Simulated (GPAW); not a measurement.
Input and output of a self-consistent single point for ZnCu2SnS4 (I-4, 8 atoms in the cell) (GPAW).

Computed with PBEsol, GPAW PAW datasets PBEsol (made by gpaw-setup) (plane waves; GPAW).

```yaml
crystal:
  lattice:
    - [-2.63860, 2.63860, 5.27809]
    - [2.63860, -2.63860, 5.27809]
    - [2.63860, 2.63860, -5.27809]
  atoms:
    - { symbol: Zn, position: [0.75000, 0.25000, 0.50000] }
    - { symbol: Cu, position: [0.00000, 0.00000, 0.00000] }
    - { symbol: Cu, position: [0.25000, 0.75000, 0.50000] }
    - { symbol: Sn, position: [0.50000, 0.50000, 0.00000] }
    - { symbol: S, position: [0.36432, 0.37124, 0.47758] }
    - { symbol: S, position: [0.62876, 0.10634, 0.99308] }
    - { symbol: S, position: [0.89366, 0.88674, 0.52242] }
    - { symbol: S, position: [0.11326, 0.63568, 0.00692] }
```

Reference input (self-consistent single point, DFT PBE, plane waves, GPAW PAW datasets PBE (gpaw-data 1.0.1)): mode = pw; ecut = 800 eV; xc = PBE; kpts = 5 5 5; mesh shift (steps) = 0 0 0; occupations.name = fermi-dirac; occupations.width = 0.05 eV; nbands = -4; convergence.density = 1e-05 e/electron; convergence.energy = 1e-05 eV/electron; convergence.bands = -2; symmetry.symmorphic = false. This run's input differs from it in these lines:

```diff
@@ -19,3 +19,3 @@
 calc = GPAW(mode=PW(800),
-            xc='PBE',
+            xc='PBEsol',
             kpts=(5, 5, 5),
```

Its files differ too (potentials: GPAW PAW datasets PBEsol (made by gpaw-setup)).

Log, with long lists cut:

```
     iter     time        total  log10-change:
                         energy   eigst   dens
iter:   1 --:--:--   -37.601539   +0.73
iter:   2 --:--:--   -37.394371   -0.08  -1.26
iter:   3 --:--:--   -36.291718   -0.78  -1.27
iter:   4 --:--:--   -35.962801   -1.17  -1.37
iter:   5 --:--:--   -35.990133   -1.16  -1.50
   [... 9 lines left out ...]
iter:  15 --:--:--   -35.803517   -3.78  -3.18
iter:  16 --:--:--   -35.804480   -3.49  -3.25
iter:  17 --:--:--   -35.803255   -3.84  -3.29
iter:  18 --:--:--   -35.803246   -4.75  -3.95
iter:  19 --:--:--   -35.803230c  -4.89  -4.06
iter:  20 --:--:--   -35.803205c  -4.93  -3.96
iter:  21 --:--:--   -35.803204c  -5.61  -4.41
iter:  22 --:--:--   -35.803202c  -5.65  -4.48
iter:  23 --:--:--   -35.803199c  -5.90  -4.46
   [... 3 lines left out ...]
iter:  27 --:--:--   -35.803195c  -6.94  -4.88
iter:  28 --:--:--   -35.803195c  -7.11  -4.91
iter:  29 --:--:--   -35.803195c  -7.10  -4.88
iter:  30 --:--:--   -35.803196c  -6.95  -4.95
iter:  31 --:--:--   -35.803195c  -7.89c -5.10c
Converged after 31 iterations.

Dipole moment: (-0.756339, 0.756339, -0.000000) |e|*Ang

Energy contributions relative to reference atoms: (reference = -350088.407255)

Kinetic:        +32.642746
Potential:      -30.213784
External:        +0.000000
XC:             -38.634456
Entropy (-ST):   -0.000201
Local:           +0.402399
SIC:             +0.000000
--------------------------
Free energy:    -35.803296
Extrapolated:   -35.803195

Showing only first 2 kpts
 Kpt  Band  Eigenvalues  Occupancy
  0    34      6.24876    1.99337
  0    35      6.31140    1.97698
  0    36      6.72326    0.04444
  0    37      8.07310    0.00000

  1    34      5.76182    2.00000
  1    35      6.13779    1.99928
  1    36      7.65623    0.00000
  1    37      8.87800    0.00000

Fermi level: 6.53404

Gap: 0.412 eV
Transition (v -> c):
   [... lines left out ...]
  2 Cu    0.00000    0.00000    0.00000
  3 Sn    0.00000    0.00000    0.00000
  4 S    -0.19197   -0.21290    0.20577
  5 S    -0.21290    0.19197   -0.20577
  6 S     0.19197    0.21290    0.20577
  7 S     0.21290   -0.19197   -0.20577

Stress tensor:
    -0.035377     0.000000     0.000000
     0.000000    -0.035377     0.000000
     0.000000     0.000000    -0.035325
Stress (GPa, Voigt): [-5.668  -5.668  -5.6597  0.      0.      0.    ]
```

The run converged in 31 iterations. GPAW prints stress with tension positive. Against the reference run the pressure goes from 9.94 to 5.67 GPa, the largest force goes from 0.308 to 0.353 eV/Å and the gap on the mesh goes from 0.476 to 0.412 eV.

The starting cell comes from a database of computed structures (which also holds hypothetical and non-ambient phases and stackings), without a prior relaxation at this level. Its lattice was rescaled by a random factor within 2.5 % of one. With a pressure of about 6 GPa the cell is away from its equilibrium volume at this level.

Cost on one core of a shared machine: roughly 3 min.
